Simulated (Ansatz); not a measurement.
The starting structures come from a database of crystals and need not be the phases stable at ambient conditions.

Inside the gap of an insulator the Bloch states are evanescent, with a wavenumber k + iκ along the transport direction.

Consider the following.

```
CELL_PARAMETERS angstrom
      4.35540     0.00000     0.00000
      0.00000     6.38818     0.00000
      0.00000     0.00000     6.85620
ATOMIC_POSITIONS crystal
  Y  0.06330 0.36917 0.75000
  Y  0.93670 0.63083 0.25000
  Y  0.56330 0.13083 0.25000
  Y  0.43670 0.86917 0.75000
  F  0.61864 0.83446 0.43706
  F  0.38136 0.16554 0.56294
  F  0.11864 0.66554 0.56294
  F  0.88136 0.33446 0.43706
  F  0.88136 0.33446 0.06294
  F  0.11864 0.66554 0.93706
  F  0.38136 0.16554 0.93706
  F  0.61864 0.83446 0.06294
  F  0.41402 0.47817 0.25000
  F  0.58598 0.52183 0.75000
  F  0.91402 0.02183 0.75000
  F  0.08598 0.97817 0.25000
```

Space group of this cell: Pnma. The cell is taken as given.

Transport runs along the normal of the first two printed cell vectors.

The gap is the functional's own. No spin-orbit coupling. Mid-gap values are interpolated on the energy grid.

Question: Estimate the band gap and the smallest decay constant κ at mid-gap that Ansatz (an electronic-structure program) with r2SCAN returns for this system.

Answer: Gap 8.70 eV on a 8×6×6 mesh; κ = 0.582 1/Å, at the zone centre.
